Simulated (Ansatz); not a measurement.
Base system: Cu in the fcc (Cu type) structure (space group Fm-3m, No. 225; a = 3.5638 Å).

It is then changed as follows: every Cu is replaced by Au, then cell and atoms are relaxed.

Levels (all Ansatz, a program for electronic structure, PAW): PBEsol (420 eV, no spin-orbit coupling); r2SCAN (500 eV, without spin-orbit coupling).

The geometry is relaxed with PBEsol.

```
Item              Result
---------------  -------
PBEsol pressure  0.0 GPa
```

Q: What does r2SCAN give at this geometry for the pressure?

A: The pressure goes from zero to 5.1 GPa.

Single points use the geometry relaxed with PBEsol. Their cutoffs differ, which shifts pressures a little. Stability against distortions was not tested. The final runs are not spin-polarised.
